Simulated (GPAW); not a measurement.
# Worked example: self-consistent single point of SnBi (Cmmm, 2 atoms in the cell) in GPAW

Method of the run: PBEsol, GPAW PAW datasets PBEsol (made by gpaw-setup) (plane waves; GPAW).

This input was run:

```python
from ase import Atoms
from ase.units import GPa
from gpaw import GPAW, PW

atoms = Atoms(['Sn', 'Bi'],
              cell=[[1.970815, -2.753105, 0.000000],
                    [1.970815, 2.753105, 0.000000],
                    [0.000000, 0.000000, 5.552880]],
              scaled_positions=[[0.000000, 0.000000, 0.000000],
                                [0.500000, 0.500000, 0.500000]],
              pbc=True)

calc = GPAW(mode=PW(550),
            xc='PBEsol',
            kpts={'size': (8, 8, 5), 'gamma': True},
            occupations={'name': 'methfessel-paxton', 'width': 0.05, 'order': 1},
            nbands=-8,
            convergence={'forces': 0.001},
            symmetry={'symmorphic': False, 'tolerance': 0.0005},
            maxiter=150)

atoms.calc = calc

energy = atoms.get_potential_energy()
print('Energy (eV):', round(energy, 6))
forces = atoms.get_forces()
print('Forces (eV/Ang):')
print(forces.round(5))
stress = atoms.get_stress()
print('Stress (GPa, Voigt):', (stress / GPa).round(4))
```

Output, abridged:

```
Input parameters:
  convergence: {forces: 0.001}
  kpts: {gamma: True,
         size: (8, 8, 5)}
  maxiter: 150
  mode: {ecut: 550.0,
         name: pw}
  nbands: -8
  occupations: {name: methfessel-paxton,
                order: 1,
                width: 0.05}
  symmetry: {symmorphic: False,
             tolerance: 0.0005}
  xc: PBEsol

species:
  Sn:
    name: Tin
    Z: 50.0
    valence: 14
    core: 36
    charge: 0.0
    file: Sn.PBEsol.gz

    # Using partial waves for Sn as LCAO basis

  Bi:
    name: Bismuth
    Z: 83.0
    valence: 15
    core: 68
    charge: 0.0
    file: Bi.PBEsol.gz

    # Using partial waves for Bi as LCAO basis

Reference energy: -752629.799573  # eV

Spin-paired calculation

Convergence criteria:
 Maximum [total energy] change in last 3 cyles: 0.0005 eV / valence electron
 Maximum integral of absolute [dens]ity change: 0.0001 electrons / valence electron
 Maximum integral of absolute [eigenst]ate change: 4e-08 eV^2 / valence electron
 Maximum change in the atomic [forces] across last 2 cycles: 0.001 eV/Ang OR
Maximum error relative to the maximum force is below inf
 Maximum number of scf [iter]ations: 150

Symmetries present (total): 8
Symmetries with fractional translations: 0
320 k-points: 8 x 8 x 5 Monkhorst-Pack grid + [1/16,1/16,0.000000]
63 k-points in the irreducible part of the Brillouin zone
       k-points in crystal coordinates                weights
   0:     0.00000000    0.00000000    0.00000000          1/320
   1:     0.00000000    0.00000000    0.20000000          2/320
   2:     0.00000000    0.00000000    0.40000000          2/320
   [... 7 lines left out ...]
          ...
  62:     0.50000000    0.50000000    0.40000000          2/320

Wave functions: Plane wave expansion
  Cutoff energy: 550.000 eV
  Number of coefficients (min, max): 1726, 1797
  Pulay-stress correction: 0.000000 eV/Ang^3 (de/decut=0.000000)

Occupation numbers: Methfessel-Paxton:
  width: 0.0500  # eV
  order: 1

Eigensolver

Densities:
  Coarse grid: 20*20*32 grid
  Fine grid: 40*40*64 grid
  Total Charge: 0.000000

Density mixing:
  Method: separate
  Backend: pulay
  Linear mixing parameter: 0.05
  old densities: 5
  Damping of long wavelength oscillations: 50

Hamiltonian:
  XC and Coulomb potentials evaluated on a 40*40*64 grid
  External potential:
    NoExternalPotential

XC parameters: PBEsol with 2 nearest neighbor stencil

Number of atoms: 2
Number of atomic orbitals: 18
Number of bands in calculation: 22
Number of valence electrons: 29
Bands to converge: occupied

Density initialized from atomic densities
  18 bands from LCAO basis set
  4 bands from random numbers

Atomic positions and initial magnetic moments

Positions:
   0 Sn     0.000000    0.000000    0.000000    ( 0.0000,  0.0000,  0.0000)
   1 Bi     1.970815    0.000000    2.776440    ( 0.0000,  0.0000,  0.0000)

Unit cell:
           periodic     x           y           z      points  spacing
  1. axis:    yes    1.970815   -2.753105    0.000000    20     0.1603
  2. axis:    yes    1.970815    2.753105    0.000000    20     0.1603
  3. axis:    yes    0.000000    0.000000    5.552880    32     0.1735

  Lengths:   3.385808   3.385808   5.552880
  Angles:   90.000000  90.000000 108.805905

Effective grid spacing dv^(1/3) = 0.1676

     iter     time        total  log10-change:
                         energy   eigst   dens  force
iter:   1 --:--:--    -9.432277
iter:   2 --:--:--    -9.438709   -1.91  -1.74
iter:   3 --:--:--    -9.428232c  -2.91  -1.78
iter:   4 --:--:--    -9.431653c  -3.51  -2.03
iter:   5 --:--:--    -9.430922c  -3.56  -2.22
iter:   6 --:--:--    -9.429875c  -5.16  -2.61
iter:   7 --:--:--    -9.428597c  -4.73  -2.71
iter:   8 --:--:--    -9.427611c  -4.07  -2.80
iter:   9 --:--:--    -9.427567c  -5.19  -3.27
iter:  10 --:--:--    -9.427504c  -5.14  -3.23
iter:  11 --:--:--    -9.427445c  -5.80  -3.68
iter:  12 --:--:--    -9.427449c  -6.67  -4.00c
iter:  13 --:--:--    -9.427447c  -6.44  -4.00
iter:  14 --:--:--    -9.427445c  -7.10  -3.89
iter:  15 --:--:--    -9.427450c  -6.29  -3.83
iter:  16 --:--:--    -9.427454c  -7.08  -4.03c
iter:  17 --:--:--    -9.427452c  -7.90c -4.08c
iter:  18 --:--:--    -9.427449c  -6.89  -4.12c
iter:  19 --:--:--    -9.427449c  -7.55c -4.40c -23.88c

Converged after 19 iterations.

Dipole moment: (0.000000, 0.000000, -0.000000) |e|*Ang

Energy contributions relative to reference atoms: (reference = -752629.799573)

Kinetic:        +15.992380
Potential:      -15.385520
External:        +0.000000
XC:              -8.567227
Entropy (-ST):   +0.000072
Local:           -1.467131
SIC:             +0.000000
--------------------------
Free energy:     -9.427426
Extrapolated:    -9.427449

Showing only first 2 kpts
 Kpt  Band  Eigenvalues  Occupancy
  0    12      2.28258    2.00000
  0    13      9.24183    0.00000
  0    14     10.95249    0.00000
  0    15     13.07194    0.00000

  1    12      3.46944    2.00000
  1    13      9.45288    0.00000
  1    14     11.07630    0.00000
  1    15     11.41775    0.00000

Fermi level: 6.97335

No gap
No difference between direct/indirect transitions
Energy (eV): -9.427449

Forces in eV/Ang:
  0 Sn    0.00000    0.00000    0.00000
  1 Bi   -0.00000    0.00000    0.00000

Stress tensor:
     0.015250     0.000000     0.000000
     0.000000     0.024695     0.000000
     0.000000     0.000000     0.018367
Stress (GPa, Voigt): [2.4433 3.9566 2.9427 0.     0.     0.    ]
```

The run converged in 19 iterations. GPAW prints stress with tension positive.

The starting cell comes from a database of computed structures (which also holds hypothetical and non-ambient phases and stackings), without a prior relaxation at this level. Spin-orbit coupling is off. With a pressure of about -3 GPa the cell is away from its equilibrium volume at this level.

Cost on one core of a shared machine: roughly 50 s.
